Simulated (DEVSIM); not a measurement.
Device: abrupt Si n-p junction, at 300 K.

| layer (left to right) | material | thickness (μm) | Nd (cm⁻³) | Na (cm⁻³) | τn (s) | τp (s) |
|---|---|---|---|---|---|---|
| 1 | Si | 20.0 | 4.6e17 | - | 3.5e-5 | 3.5e-5 |
| 2 | Si | 0.350 | - | 2.1e14 | 3.5e-5 | 3.5e-5 |

Left contact: ohmic. Right contact: ohmic. Voltage is applied to the left contact. Recombination: SRH at mid-gap, radiative. Mobility is μmin + (μ − μmin)/(1 + (N/Nref)^α).

The device is made up for the run: typed textbook-type constants, with dimensions and the other settings drawn at random. Values at 300 K.

| parameter | Si |
|---|---|
| gap (eV) | 1.124 |
| affinity (eV) | 4.05 |
| permittivity | 11.7 |
| Nc (cm⁻³) | 2.86e19 |
| Nv (cm⁻³) | 3.1e19 |
| μn (cm²/Vs) | 1417 |
| μp (cm²/Vs) | 470 |
| μn,min | 52 |
| μp,min | 45 |
| Nref,n | 9.7e16 |
| Nref,p | 2.2e17 |
| αn | 0.68 |
| αp | 0.72 |
| B (cm³/s) | 4.7e-15 |

Simulated with DEVSIM: 1D drift-diffusion, Boltzmann statistics, complete ionisation; no tunnelling, impact ionisation, image-force lowering or self-heating.

The thickness of layer 2 was swept, all else fixed.

```csv
thickness of layer 2 (μm),dark forward voltage at 100 A/cm² (V),largest field in the device at zero bias (V/cm),dark forward voltage at 1 A/cm² (V)
0.07,0.447,90000,0.310
0.12,___,___,___
0.21,0.488,45000,0.342
0.35,0.516,40000,0.360
0.59,0.555,38000,0.382
1,0.594,37000,0.412
1.8,0.628,37000,0.449
```

Problem. Fill in the missing entries.

Solution. 
- 0.12, dark forward voltage at 100 A/cm² (V): 0.466
- 0.12, largest field in the device at zero bias (V/cm): 60000
- 0.12, dark forward voltage at 1 A/cm² (V): 0.325
